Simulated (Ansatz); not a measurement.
Consider the following.

End structure of S on the 1x1 (100) surface of fcc Cu, one in a 1x1 cell, started at the site 'bridge Cu-Cu (span 2.6 Å)':

```yaml
crystal:
  lattice:
    - [2.56680, 0.00000, 0.00000]
    - [0.00000, 2.56680, 0.00000]
    - [0.00000, 0.00000, 24.50000]
  atoms:
    - { symbol: Cu, position: [0.50000, 0.50000, 0.39086] }
    - { symbol: Cu, position: [0.00000, 0.00000, 0.46272] }
    - { symbol: Cu, position: [0.50000, 0.50000, 0.53738] }
    - { symbol: Cu, position: [0.00000, 0.00000, 0.61172] }
    - { symbol: S, position: [0.00000, 0.50000, 0.69298] }
```

Model: 5-atom slab, 5.3 Å thick at the start under the adsorbate (thin: gaps and levels are the slab's own), 12x12x1 mesh, Fermi-Dirac 0.1 eV, dipole correction, 2 atoms held, the rest relaxed; held to the start's symmetry, so lower structures may exist; spin-polarised, no spin-orbit, no U, no dispersion correction. The starting moment vanished. At the end it is bonded to 2 Cu. In PBE it is, or lies within 0.03 eV of, the lowest of the starts that converged.

A negative adsorption energy means that the adsorbate is more stable on the surface than in its reference.

Q: Give the change of the work function at the level PBE (Ansatz, an electronic-structure program).

A: 0.51 eV

Q: What is the computed change of the step from the bottom to the top vacuum level, against the clean slab (PBE)?

A: 0.55 eV

Q: Give the adsorption energy against ⅛ S8(g) at the level PBE.

A: -19 kJ/mol

Q: What is the computed work function of the top face (PBE)?

A: 5.06 eV
